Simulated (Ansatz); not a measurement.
MgO (P6₃mc, No. 186, 4 atoms in the cell; start mp-549706; a measured phase of this formula has another space group), treated with LDA (plane waves, PAW; Ansatz, a program for electronic structure).

Settings: plane-wave cutoff 500 eV, 18×18×8 k mesh (along the axes of the cell as run), gaussian smearing 0.02 eV, scalar-relativistic PAW data made under PBE.

Cell (relaxed at this level):

```yaml
crystal:
  lattice:
    - [3.27515, 0.00000, 0.00000]
    - [-1.63758, 2.83637, 0.00000]
    - [0.00000, 0.00000, 4.90303]
  atoms:
    - { symbol: Mg, position: [0.33333, 0.66667, 0.00123] }
    - { symbol: Mg, position: [0.66667, 0.33333, 0.50123] }
    - { symbol: O, position: [0.33333, 0.66667, 0.40337] }
    - { symbol: O, position: [0.66667, 0.33333, 0.90337] }
```

Question: Give the computed band gap.

Answer: 
- band gap: 3.54 eV (on the SCF k mesh)

Note: the relaxation could not lower the start's symmetry, so the cell can be a saddle point above a distorted one.

The computed numbers hold no vibrational or temperature effects.

The result took about 100 core-seconds (a rough figure).

A start named mp-… is a Materials Project structure, which need not be a measured phase.
